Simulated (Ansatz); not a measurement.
# A self-consistent single point of MoS₂ (R3m, 3 atoms in the cell) with Ansatz

Method of the run: PBE (plane waves, PAW; Ansatz, a program for electronic structure).

The input file:

Ansatz 0.2 input:
```yaml
crystal:
  lattice:
    - [1.600111, 0.923824, 6.514510]
    - [-1.600111, 0.923824, 6.514510]
    - [0.000000, -1.847648, 6.514510]
  atoms:
    - { symbol: Mo, position: [0.999780, 0.999780, 0.999780] }
    - { symbol: S, position: [0.412937, 0.412937, 0.412937] }
    - { symbol: S, position: [0.253303, 0.253303, 0.253303] }
basis:
  ecutwfc: 420.0
kpoints:
  mp_grid: { grid: [9, 9, 9] }
hamiltonian:
  xc: pbe
  pseudopotentials: { kind: paw }
scf:
  occupations: { method: fermi_dirac, width: 0.01 }
output:
  forces: true
  eigenvalues: true
  stress: true
```

The program printed (abridged):

```
WARN ansatz: RAYON_NUM_THREADS=1 ignored (pool sized by the plan → 1); use --threads N
basis.fft_grid_basis auto: the FFT boxes are laid along the combinations [[1, 0, -1], [0, 1, -1], [0, 0, 1]] of the cell's own vectors, 3.200, 3.200 and 6.771 …
Pseudopotentials: kind: paw
Pseudopotential: Mo, paw, valence charge 14
Pseudopotential: S, paw, valence charge 6
Crystal: 3 atoms, lattice volume = 57.779 Å³
Basis set: ecut = 420 eV, 1167 PW (Γ), FFT grids on a1−a3, a2−a3, a3, exchange–correlation on 48×48×96 points (8 copies of the dense FFT grid, shifted against one another)
Bands: 17, of which v1, the nominal top of the filled ones, is band 13 counted from 1 (12 counted from 0)
Symmetry: 6 space group operations
Space group: R3m (ITA 160), of the structure as read, at distance tolerance 3.9e-5 Å
k-points: 85 of 729 (time reversal used)
Initial density: superposition of atomic densities (neutral atoms: chi_scale 0, normalization atom), corrected by the library's trained network
Initial wavefunctions: pseudopotential atomic-orbital guess
Eigensolver: davidson
Functional: x = pbe(κ = 0.804, μ = 0.2195149727645171), c = pbe(β = 0.06672455060314922)
SCF iter   1: F=—  HF=-6762.798112 eV  |F-HF|=—  |Δ(HF+E_count)|=         —  Δρ=5.18e-3  dr2=4.56e-3  ethr=1.77e-3  ⟨swp⟩=6.0  Hψ=8123  notcnv=0
all-band conjugate gradients solve this SCF's bands
preconditioner: auto → none
SCF iter   2: F=—  HF=-6762.803511 eV  |F-HF|=—  |Δ(HF+E_count)|=   5.40e-3  Δρ=3.26e-3  dr2=6.92e-3  ethr=1.76e-5  ⟨swp⟩=2.9  Hψ=3362  notcnv=0
SCF iter   3: F=—  HF=-6762.804763 eV  |F-HF|=—  |Δ(HF+E_count)|=   1.25e-3  Δρ=2.73e-3  dr2=7.95e-3  ethr=1.76e-5  ⟨swp⟩=2.9  Hψ=2537  notcnv=0
SCF iter   4: F=—  HF=-6762.804329 eV  |F-HF|=—  |Δ(HF+E_count)|=   4.33e-4  Δρ=1.21e-3  dr2=2.13e-4  ethr=1.76e-5  ⟨swp⟩=2.1  Hψ=2121  notcnv=0
SCF iter   5: F=—  HF=-6762.804777 eV  |F-HF|=—  |Δ(HF+E_count)|=   4.48e-4  Δρ=1.40e-4  dr2=1.61e-5  ethr=8.19e-7  ⟨swp⟩=2.0  Hψ=2463  notcnv=0
SCF iter   6: F=—  HF=-6762.804726 eV  |F-HF|=—  |Δ(HF+E_count)|=   5.08e-5  Δρ=6.06e-5  dr2=2.66e-6  ethr=6.19e-8  ⟨swp⟩=2.0  Hψ=2035  notcnv=0
SCF iter   7: F=—  HF=-6762.804727 eV  |F-HF|=—  |Δ(HF+E_count)|=   8.84e-7  Δρ=2.59e-5  dr2=9.91e-7  ethr=1.02e-8  ⟨swp⟩=2.3  Hψ=2222  notcnv=0
SCF iter   8: F=-6762.804727 eV  HF=-6762.804727 eV  |F-HF|=9.98e-9  |Δ(HF+E_count)|=   4.62e-8  Δρ=3.90e-6  dr2=4.81e-9  ethr=3.85e-10  ⟨swp⟩=3.5  Hψ=6001  notcnv=0
SCF 1 converged in 8 iterations: F = -6762.804727 eV  dr2 = 4.81e-9
SCF converged after 8 iterations
Free energy (F): -6762.804727 eV
Harris-Foulkes:  -6762.804727 eV  (|F-HF|=9.98e-9)
Internal energy: -6762.804727 eV  (E = F + TS)
E sigma→0 (E₀):  -6762.804727 eV
Fermi energy:    10.113388 eV
--- Per-component energies (eV) ---
  E_band       = -185.844257
  E_kinetic    = 654.440991
  E_local      = -2216.349274  (includes V_loc(G=0)·N_el)
  E_nonlocal   = 199.070796
  E_hartree    = 867.212923
  E_xc         = -377.916360
  E_vxc        = -404.199491  (∫ρ·V_xc dr)
  E_paw        = -4401.441074  (= ΣΔE_a)
  E_vpaw       = -153.232655  (= ΣTr[D̂ρ^β])
  E_aug_tail   = 0.000042  (compensation charges beyond the density's cutoff)
  E_ewald      = -1487.822772
  E_smearing   = -0.000000  (= −TS)
  E_closure    = -0.000000  (closes the sum)
  Σ components = -6762.804727   (vs F -6762.804727, Δ=0.00e0)
--- Forces (eV/Å), atoms counted from 1 ---
  atom   1  Mo    -0.00000000    -0.00000000    -0.00054710
  atom   2  S      0.00000000     0.00000000    -0.08031350
  atom   3  S     -0.00000000    -0.00000000     0.08084739
  max |Σ_I F_I| component: 1.32e-5 eV/Å
--- Stress (GPa, compression-positive) ---
       -1.111583       0.000000      -0.000000
        0.000000      -1.111583      -0.000000
       -0.000000      -0.000000       0.175393
  P = ⅓ Tr σ = -0.6826 GPa (-6.826 kbar)
  The stress holds the Pulay correction. Without it, at fixed plane waves, as pw.x and ABINIT print it: P = -0.6989 GPa
--- Band table (eV; the first three rows and the last of 85) ---
  k-point 0: bands = ["-51.8223", "-25.9478", "-25.7590", "-25.7590", "-5.0383", "-3.5665", "3.1876", "6.4429", "6.4429", "7.5263", "7.5263", "8.1985", "8.7478", "11.7516", "11.7516", "12.0605", "12.0605"]
  k-point 1: bands = ["-51.8183", "-25.9396", "-25.8010", "-25.7686", "-4.8604", "-3.5031", "3.3946", "6.0647", "6.6274", "6.8732", "7.2546", "8.4365", "8.7567", "11.5432", "11.6516", "11.8723", "12.0462"]
  k-point 2: bands = ["-51.8080", "-25.9188", "-25.9061", "-25.7928", "-4.3762", "-3.3310", "3.8319", "5.3461", "5.9207", "6.6998", "7.1120", "8.1758", "8.4484", "11.0124", "11.5082", "12.0080", "12.6002"]
  k-point 84: bands = ["-51.8183", "-25.9396", "-25.8010", "-25.7686", "-4.7370", "-3.7041", "4.0053", "6.0566", "6.2150", "6.6186", "7.2696", "7.7186", "9.3223", "11.5817", "11.7933", "11.8055", "12.0987"]
```

The run converged in 8 iterations.

The starting cell comes from a database of computed structures (which also holds hypothetical and non-ambient phases and stackings), without a prior relaxation at this level. Its lattice was rescaled by up to half a per cent. Ansatz's pressure includes its estimate of the finite-basis (Pulay) stress.
